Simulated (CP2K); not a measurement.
Input and output of a self-consistent single point for Ba (Im-3m, 1 atom in the cell) (CP2K).

Computed with PBE, GPW, TZVP-MOLOPT-SR-GTH basis, GTH-PBE potentials (GTH_POTENTIALS) (CP2K).

The change in words: lattice scaled by 0.98. Reference geometry:
```
Ba
1.0
    4.43396     0.00000     0.00000
   -1.47799     4.18038     0.00000
   -1.47799    -2.09019     3.62032
Ba
1
Direct
  0.00000   0.00000   0.00000
```

Reference input (self-consistent single point, DFT PBE, GPW, TZVP-MOLOPT-SR-GTH basis, GTH-PBE potentials (GTH_POTENTIALS)): CUTOFF = 500 Ry; REL_CUTOFF = 60 Ry; SMEAR/METHOD = FERMI_DIRAC; ELECTRONIC_TEMPERATURE = 580.23 K; KPOINTS/SCHEME = MONKHORST-PACK 12 12 12; GAMMA_CENTERED = T; XC_FUNCTIONAL = PBE; Ba/BASIS_SET = TZVP-MOLOPT-SR-GTH-q10; Ba/POTENTIAL = GTH-PBE-q10; METHOD = GPW; EPS_DEFAULT = 1e-10; NGRIDS = 5. This run's input differs from it in these lines:

```diff
@@ -64,4 +64,4 @@
     &CELL
-      ABC 4.43396200 4.43396145 4.43396217
-      ALPHA_BETA_GAMMA 109.47122589 109.47121530 109.47121857
+      ABC 4.34528200 4.34528268 4.34528217
+      ALPHA_BETA_GAMMA 109.47123086 109.47121517 109.47121279
       PERIODIC XYZ
```

The program printed (abridged):

```
 SCF WAVEFUNCTION OPTIMIZATION

  Step     Update method      Time    Convergence         Total energy    Change
     1 NoMix/Diag. 0.30E+00      -    10.84943346       -25.6306131230 -2.56E+01
     2 Broy./Diag. 0.30E+00      -     0.31704232       -25.4331655054  1.97E-01
     3 Broy./Diag. 0.30E+00      -     1.47519399       -25.4254196955  7.75E-03
     4 Broy./Diag. 0.30E+00      -     0.09417761       -25.4595472142 -3.41E-02
     5 Broy./Diag. 0.30E+00      -     0.05481345       -25.4779217168 -1.84E-02
     6 Broy./Diag. 0.30E+00      -     0.00584872       -25.4839195766 -6.00E-03
   [... 7 lines left out ...]
    14 Broy./Diag. 0.30E+00      -     0.00007940       -25.4842375755 -1.26E-06
    15 Broy./Diag. 0.30E+00      -     0.00000024       -25.4842378670 -2.91E-07
    16 Broy./Diag. 0.30E+00      -     0.00000053       -25.4842379637 -9.67E-08
    17 Broy./Diag. 0.30E+00      -     0.00000008       -25.4842380053 -4.16E-08
  *** SCF run converged in    17 steps ***

  Overlap energy of the core charge distribution:               0.00000000000000
  Self energy of the core charge distribution:                -52.23977625442188
  Core Hamiltonian energy:                                     10.13384632885896
  Hartree energy:                                              20.30612717553634
  Exchange-correlation energy:                                 -3.68410682897168
  Electronic entropic energy:                                  -0.00032842629391
  Fermi energy:                                                 0.18012934600404

  Total energy:                                               -25.48423800529180
  Total energy (extrapolated to T->0):                        -25.48407379214484

   [... lines left out ...]

 STRESS| Analytical stress tensor [bar]
 STRESS|                        x                   y                   z
 STRESS|      x        1.85281665999E+03  -1.34257075173E-02  -7.89934341155E-03
 STRESS|      y       -1.34257075173E-02   1.85277764732E+03  -1.05031603926E-02
 STRESS|      z       -7.89934341155E-03  -1.05031603926E-02   1.85283267898E+03
 STRESS| 1/3 Trace                                             1.85280899543E+03
```

The run converged in 17 iterations. Against the reference run the free energy drops by 2.1 meV/atom and the pressure goes from -0.33 to 0.19 GPa.

The starting cell has typed, rounded lattice constants, without a prior relaxation at this level. Its lattice was rescaled by a random factor within 2.5 % of one. For this run, on top of that: lattice scaled by 0.98. Values carry the incompleteness of an atom-centred basis.

Cost on one core of a shared machine: roughly 30 s.
